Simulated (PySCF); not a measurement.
PySCF 2.14.0, R2SCAN/def2-tzvp, df: B(F)(H)(NCO) (O=C=NBF), 6 atoms. The geometry is a generated start, not checked to be a minimum at this level.

| Property | Result |
|---|---|
| task | energy |
| method | r2scan |
| basis | def2-tzvp |
| two-electron scheme | density fitting |
| mol.max_memory | 3000 MB |
| mf.max_cycle | 100 |
| mf.conv_tol | 1e-09 (default) |
| mf.grids.level | 3 (default) |
| basis functions | 161 |
| grid points | 80224 |

```xyz
6

B      0.0341    -0.7626     0.7558
F      1.1283    -0.9640     1.4550
H     -0.9114    -1.4221     0.9615
N      0.0571     0.2429    -0.2113
C     -0.0954     1.0551    -1.0682
O     -0.2128     1.8507    -1.8928
```

With the defaults (mf.DIIS = CDIIS, mf.diis = true, mf.level_shift = 0, mf.init_guess = minao, mf.diis_damp = 0, mf.diis_space = 8) it converges in 13 Fock builds. One run each on 2 threads, 1 BLAS thread, with these changes:
- mf.level_shift = 0.3 Hartree
- mf.diis_damp = 0.3
- mf.init_guess = sap
- mf.init_guess = huckel
- mf.diis = false
- mf.DIIS = EDIIS
- mf.diis_space = 3
- mf.init_guess = mod_huckel
- mf.diis_space = 20

**Question.** Which runs fail or end elsewhere than the default run?

**Answer.** No convergence: mf.DIIS = EDIIS; mf.diis = false (the run ends without SCF convergence in 100 cycles). The rest reach the solution of the defaults.

| setting | Fock builds | end |
|---|---|---|
| the defaults | 13 | same solution |
| mf.diis_damp = 0.3 | 13 | same solution |
| mf.diis_space = 20 | 13 | same solution |
| mf.level_shift = 0.3 Hartree | 14 | same solution |
| mf.init_guess = mod_huckel | 15 | same solution |
| mf.init_guess = sap | 15 | same solution |
| mf.init_guess = huckel | 16 | same solution |
| mf.diis_space = 3 | 19 | same solution |
| mf.DIIS = EDIIS | 101 | no convergence |
| mf.diis = false | 101 | no convergence |
